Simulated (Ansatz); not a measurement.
**TiAl: response to strain**

The reference is TiAl (space group P4/mmm, No. 123; a = 2.824 Å, c = 4.075 Å; relaxed with 0.1 eV smearing).

Strains are applied to the cell and any free atomic positions relax.

Computed with Ansatz (a first-principles code), PBE, PAW, cutoff 420 eV, no SOC.

Candidates:
(a) isotropic strain +2.00 %
(b) isotropic strain +1.50 %
(c) isotropic strain +0.50 %
(d) isotropic strain −3.00 %
(e) isotropic strain −1.00 %

Notes on the quantities. energy relative to the base: free energy F.

### Question
Order them by energy relative to the base, highest first.

### Answer
(d) isotropic strain −3.00 % (+51 meV/atom), (a) isotropic strain +2.00 % (+19 meV/atom), (b) isotropic strain +1.50 % (+11 meV/atom), (e) isotropic strain −1.00 % (+5.3 meV/atom), (c) isotropic strain +0.50 % (+1.3 meV/atom)

No phonon test of stability was made. The final runs are not spin-polarised.
